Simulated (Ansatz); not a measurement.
CdIn₂Se₄ (I-4, No. 82; cell taken from a computed entry) was calculated with LDA in Ansatz (plane waves, PAW).

Run with plane-wave cutoff 520 eV, 8×8×8 k mesh, Fermi–Dirac smearing 0.01 eV, scalar-relativistic PAW data made under PBE.

Cell (relaxed with PBEsol):

```yaml
crystal:
  lattice:
    - [-2.92156, 2.92156, 5.77327]
    - [2.92156, -2.92156, 5.77327]
    - [2.92156, 2.92156, -5.77327]
  atoms:
    - { symbol: Cd, position: [0.00000, 0.00000, 0.00000] }
    - { symbol: In, position: [0.50000, 0.50000, 0.00000] }
    - { symbol: In, position: [0.25000, 0.75000, 0.50000] }
    - { symbol: Se, position: [0.86083, 0.36717, 0.95064] }
    - { symbol: Se, position: [0.63283, 0.58347, 0.49366] }
    - { symbol: Se, position: [0.41653, 0.91019, 0.04936] }
    - { symbol: Se, position: [0.08981, 0.13917, 0.50634] }
```

Problem. What does this level give for the band gap?

Solution. 
* **band gap**: 0.74 eV

Measured, for comparison: band gap 1.55 eV (temperature not stated, not corrected to a static lattice; as tabulated in Kim et al. (2020), doi:10.1038/s41597-020-00723-8).

Note: cell and atoms aren't relaxed at this level (pressure -1.8 GPa).

Spin–orbit coupling is not included.

It cost around 4 core-minutes (rough) of CPU time.

Ansatz is a program for electronic structure.
